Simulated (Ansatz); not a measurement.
Worked example: self-consistent single point of Ba (Fm-3m, 1 atom in the cell) in Ansatz (a quantum-chemistry and plane-wave program).

Method: r2SCAN, default PAW files made with PBE (plane waves; Ansatz).

```
Ba
1.0
    0.00000     3.16240     3.16240
    3.16240     0.00000     3.16240
    3.16240     3.16240     0.00000
Ba
1
Direct
  0.00000   0.00000   0.00000
```

Reference input (self-consistent single point, DFT, PBEsol, plane waves, default PAW files made with PBE): kpoints.mp_grid.grid = 12 12 12; hamiltonian.xc = pbesol; hamiltonian.pseudopotentials = {kind: paw} (the program's default PAW files); scf.occupations.method = fermi_dirac; scf.occupations.width = 0.05 eV. This run's input differs from it in these lines:

Ansatz 0.2 input:
```diff
@@ -12,3 +12,3 @@
 hamiltonian:
-  xc: pbesol
+  xc: r2scan
   pseudopotentials:
```

Output (repeated stretches shortened):

```
SCF iter   1: F=—  HF=-5964.375471 eV  |F-HF|=—  |Δ(HF+E_count)|=         —  Δρ=3.12e-3  dr2=1.27e-2  dr2_τ=1.06e-3  ethr=1.77e-3  ⟨swp⟩=7.4  Hψ=6327  notcnv=0
all-band conjugate gradients solve this SCF's bands
preconditioner: auto → Kerker (q_TF=auto, 2.006 Å⁻¹)
SCF iter   2: F=—  HF=-5964.426663 eV  |F-HF|=—  |Δ(HF+E_count)|=   5.12e-2  Δρ=2.31e-3  dr2=7.83e-3  dr2_τ=1.43e-4  ethr=1.27e-4  ⟨swp⟩=2.3  Hψ=1806  notcnv=0
   [... lines left out ...]
SCF iter   5: F=—  HF=-5964.426066 eV  |F-HF|=—  |Δ(HF+E_count)|=   1.69e-5  Δρ=2.26e-5  dr2=5.72e-7  dr2_τ=8.10e-8  ethr=7.65e-7  ⟨swp⟩=2.9  Hψ=953  notcnv=0
SCF iter   6: F=—  HF=-5964.426067 eV  |F-HF|=—  |Δ(HF+E_count)|=   1.24e-6  Δρ=1.47e-5  dr2=3.35e-7  dr2_τ=8.14e-10  ethr=1.00e-9  ⟨swp⟩=7.2  Hψ=4577  notcnv=0
SCF iter   7: F=-5964.426067 eV  HF=-5964.426067 eV  |F-HF|=3.64e-9  |Δ(HF+E_count)|=   1.15e-8  Δρ=2.01e-6  dr2=4.13e-9  dr2_τ=1.16e-10  ethr=1.00e-9  ⟨swp⟩=3.0  Hψ=2578  notcnv=0
SCF 1 converged in 7 iterations: F = -5964.426067 eV  dr2 = 4.13e-9
Free energy (F): -5964.426067 eV
Internal energy: -5964.414487 eV  (E = F + TS)
E sigma→0 (E₀):  -5964.420277 eV
Entropy (-TS):   -0.011580 eV (-11.580 meV/atom)
Fermi energy:    5.970063 eV
--- Forces (eV/Å), atoms counted from 1 ---
  atom   1  Ba    -0.00000000     0.00000000     0.00000000
--- Stress (GPa, compression-positive) ---
        0.480557       0.000000      -0.000000
        0.000000       0.480557      -0.000000
       -0.000000       0.000000       0.480557
  P = ⅓ Tr σ = 0.4806 GPa (4.806 kbar)
  The stress holds the Pulay correction. Without it, at fixed plane waves, as pw.x and ABINIT print it: P = 0.4785 GPa
```

The run converged in 7 iterations. Against the reference run the pressure goes from -0.60 to 0.48 GPa. The full log also holds: “WARN basis.ecutwfc = 500 eV, the default”.

The starting cell was generated: these elements placed on a structure prototype, without a prior relaxation; it need not be a known phase or ordering of this composition. Ansatz's pressure includes its estimate of the finite-basis (Pulay) stress.
